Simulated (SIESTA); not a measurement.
Band structure of HfO2 (P4_2/nmc, 6 atoms in the cell).

```xyz
6
Lattice="3.5249 0.0000 0.0000 0.0000 3.5249 0.0000 0.0000 0.0000 5.1238" Properties=species:S:1:pos:R:3 pbc="T T T"
Hf     1.7625     1.7625     2.5619
Hf     0.0000     0.0000     0.0000
O      0.0000     1.7625     3.5723
O      0.0000     1.7625     1.0105
O      1.7625     0.0000     4.1133
O      1.7625     0.0000     1.5514
```

Level of theory: GGA PBE, numerical atomic orbitals DZP, PseudoDojo PBE standard norm-conserving potentials (rewritten from UPF to PSML) in SIESTA 5.4.2.

Settings: XC.functional = GGA; XC.authors = PBE; potentials = PseudoDojo PBE standard; PAO.BasisSize = DZP; PAO.EnergyShift = 0.01 Ry; MeshCutoff = 400 Ry; kgrid.MonkhorstPack = 8 8 5; OccupationFunction = FD; ElectronicTemperature = 116.05 K; MaxSCFIterations = 150; SCF.Mixer.Method = Pulay; SCF.Mixer.Weight = 0.2; SCF.Mixer.History = 6; SCF.DM.Tolerance = 1.0E-05.

The starting cell comes from a database of computed structures (which also holds hypothetical and non-ambient phases and stackings), without a prior relaxation at this level. Its lattice was rescaled by a random factor within 2.5 % of one. Spin-orbit coupling is off. Values carry the incompleteness of an atom-centred basis.

Q: Predict the gap along the standard path and the places of the band edges.

A: The gap along the path is 4.64 eV, from Z to Γ; the smallest direct gap on it is 4.72 eV.

Levels in eV from the top of the valence band on the path, bands 21 to 25:
```
point     21     22     23     24    25
-----  -----  -----  -----  -----  ----
Γ      -0.77  -0.15  -0.08  -0.08  4.64
X      -1.48  -1.48  -0.17  -0.17  5.12
M      -0.88  -0.88  -0.56  -0.56  5.85
Z      -0.64  -0.64   0.00   0.00  5.32
R      -1.43  -1.43  -0.96  -0.96  5.24
A      -1.56  -1.56  -0.04  -0.04  5.97
```

Higher empty bands are left out: an atom-centred basis made for the valence describes them poorly.
